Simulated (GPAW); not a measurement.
A self-consistent single point of KPH2SO3 (P1, 8 atoms in the cell) with GPAW.

Method of the run: PBEsol, GPAW PAW datasets PBEsol (made by gpaw-setup) (plane waves; GPAW).

The change in words: lattice scaled by 0.98. Reference geometry:
```
CELL_PARAMETERS angstrom
      3.29197    -3.18732     0.00000
      3.29197     3.18732     0.00000
     -1.89121     0.00000     5.71203
ATOMIC_POSITIONS crystal
  K  0.83970 0.84401 0.60716
  H  0.21243 0.82193 0.18368
  H  0.82848 0.22295 0.19163
  P  0.35052 0.35195 0.10663
  S  0.37892 0.38431 0.80179
  O  0.10028 0.09320 0.10256
  O  0.27501 0.64422 0.27761
  O  0.64882 0.27160 0.27092
```

Reference input (self-consistent single point, DFT PBEsol, plane waves, GPAW PAW datasets PBEsol (made by gpaw-setup)): mode = pw; ecut = 950 eV; xc = PBEsol; kpts = 4 4 3; mesh shift (steps) = 0 0 0; occupations.name = fermi-dirac; occupations.width = 0.02 eV; nbands = -8; convergence.bands = -6; symmetry.symmorphic = false; symmetry.tolerance = 0.0005; maxiter = 100. This run's input differs from it in these lines:

```diff
@@ -5,5 +5,5 @@
 atoms = Atoms(['K', 'H', 'H', 'P', 'S', 'O', 'O', 'O'],
-              cell=[[3.291970, -3.187320, 0.000000],
-                    [3.291970, 3.187320, 0.000000],
-                    [-1.891207, 0.000000, 5.712028]],
+              cell=[[3.226131, -3.123574, 0.000000],
+                    [3.226131, 3.123574, 0.000000],
+                    [-1.853383, 0.000000, 5.597787]],
               scaled_positions=[[0.839702, 0.844013, 0.607164],
```

Log, with long lists cut:

```
     iter     time        total  log10-change:
                         energy   eigst   dens
iter:   1 --:--:--   -49.500486   +0.61
iter:   2 --:--:--   -48.765807   -0.48  -0.93
iter:   3 --:--:--   -46.542644   -0.55  -0.97
iter:   4 --:--:--   -46.456058   -1.10  -1.26
iter:   5 --:--:--   -46.568797   -1.14  -1.38
iter:   6 --:--:--   -46.487820   -1.54  -1.69
iter:   7 --:--:--   -46.481316   -2.12  -1.93
iter:   8 --:--:--   -46.444538   -2.14  -2.02
iter:   9 --:--:--   -46.442097   -2.91  -2.54
iter:  10 --:--:--   -46.440473c  -3.64  -2.67
iter:  11 --:--:--   -46.440479c  -4.44  -3.04
iter:  12 --:--:--   -46.440641c  -4.29  -3.07
iter:  13 --:--:--   -46.440497c  -4.37  -3.14
iter:  14 --:--:--   -46.440463c  -5.33  -3.47
iter:  15 --:--:--   -46.440499c  -5.07  -3.66
iter:  16 --:--:--   -46.440456c  -5.28  -3.53
iter:  17 --:--:--   -46.440456c  -6.70  -4.17c
iter:  18 --:--:--   -46.440455c  -6.71  -4.22c
iter:  19 --:--:--   -46.440455c  -7.52c -4.55c
Converged after 19 iterations.

Dipole moment: (2.421096, -0.163996, -7.562086) |e|*Ang

Energy contributions relative to reference atoms: (reference = -42613.906266)

Kinetic:        +55.910429
Potential:      -52.373897
External:        +0.000000
XC:             -49.968151
Entropy (-ST):   -0.000000
Local:           -0.008835
SIC:             +0.000000
--------------------------
Free energy:    -46.440455
Extrapolated:   -46.440455

Showing only first 2 kpts
 Kpt  Band  Eigenvalues  Occupancy
  0    18      1.27749    2.00000
  0    19      1.41617    2.00000
  0    20      6.47457    0.00000
  0    21      7.97808    0.00000

  1    18      1.33262    2.00000
  1    19      1.46576    2.00000
  1    20      7.21080    0.00000
  1    21      7.45939    0.00000

Fermi level: 3.18263

Gap: 4.940 eV
Transition (v -> c):
   [... lines left out ...]
Direct gap: 5.058 eV
   [... lines left out ...]
  2 H     0.37749   -1.16488   -0.34870
  3 P    -4.49369   -0.47718    1.37513
  4 S     1.35730    0.07133   -2.79633
  5 O     1.88640   -0.01344   -0.24489
  6 O     0.63111    2.13583    0.43219
  7 O     0.09080   -1.18388    1.15276

Stress tensor:
     0.010668     0.005662     0.013037
     0.005662    -0.056135    -0.004809
     0.013037    -0.004809    -0.051934
Stress (GPa, Voigt): [ 1.7092 -8.9939 -8.3208 -0.7704  2.0887  0.9071]
```

The run converged in 19 iterations. GPAW prints stress with tension positive. Against the reference run the free energy rises by 11.6 meV/atom, the largest force goes from 4.312 to 4.724 eV/Å and the gap on the mesh goes from 4.605 to 4.940 eV.

At such cutoffs GPAW's stress carries a finite-basis (Pulay) error, which enters relaxed cells too; its log prints stress with tension positive.

The starting cell comes from a database of computed structures (which also holds hypothetical and non-ambient phases and stackings), without a prior relaxation at this level. Its atoms were displaced at random from the sites of space group no. 8. For this run, on top of that: lattice scaled by 0.98. Forces in this geometry exceed 1 eV/Å.

Cost on one core of a shared machine: roughly 2 min.
